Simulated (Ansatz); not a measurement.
Functionals compared on Cl on the 1x1 (111) surface of fcc Ir, one in a 2x2 cell, started at the site 'hollow Ir-Ir-Ir over Ir at depth 4.4 Å', in Ansatz (plane waves, PAW). The structure was relaxed with PBE; the other rows are single points on it, each with its references at the same level. Cutoff 420 eV (500 eV for r2SCAN).

Slab: 17 atoms, 6.6 Å thick at the start under the adsorbate (thin: gaps and levels are the slab's own); k 6x6x1, smearing 0.1 eV, dipole-corrected; 8 atoms held, the rest relaxed; held to the start's symmetry, so lower structures may exist; no spin, no spin-orbit, no U, no dispersion correction. At the end it is bonded to 3 Ir. In PBE it is, or lies within 0.03 eV of, the lowest of the starts that converged. These notes are the PBE run's. Adsorption energies are against ½ Cl2(g). A negative adsorption energy means that the adsorbate is more stable on the surface than in its reference.

```json
[
 {"functional": "PBE", "adsorption energy (eV)": "-1.39", "work function of the top face (eV)": "4.96", "change of the work function (eV)": "-0.53", "rough cost of the single point": "–"},
 {"functional": "RPBE", "adsorption energy (eV)": "-1.13", "work function of the top face (eV)": "4.86", "change of the work function (eV)": "-0.48", "rough cost of the single point": "about 120 core-seconds (a rough figure)"},
 {"functional": "r2SCAN", "adsorption energy (eV)": "-1.72", "work function of the top face (eV)": "5.08", "change of the work function (eV)": "-0.46", "rough cost of the single point": "about 3 core-minutes (a rough figure)"}
]
```

Ansatz is an electronic-structure program.
